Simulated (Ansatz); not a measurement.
We consider C11b WSi2, described by PBE-D4 (Ansatz, an electronic-structure program, plane waves, PAW).

Run with plane-wave cutoff 500 eV, 18×18×18 k mesh, Fermi–Dirac smearing 0.05 eV, no spin polarisation, scalar-relativistic PAW data made under PBE.

Computed at the level's own relaxed cell.

Question: Give the computed equilibrium volume per atom, lattice parameter a and lattice parameter c.

Answer: 
equilibrium volume per atom: 13.30 Å³/atom
lattice parameter a: 3.197 Å
lattice parameter c: 7.807 Å

Measured, for comparison: lattice constant a 3.214 Å, lattice parameter c 7.831 Å (temperature not stated, no zero-point or thermal correction; as tabulated in Pavlosiuk et al. (2022), arXiv:2202.05362). Computed (rounded) less measured: lattice constant a -0.5 %, lattice parameter c -0.3 %. A static lattice is as a rule a little smaller and stiffer than an uncorrected measurement, which narrows the difference in the lattice constant a, lattice parameter c and would widen misses of the other sign.

Spin–orbit coupling is not included.

Static lattice: no zero-point or thermal effects.
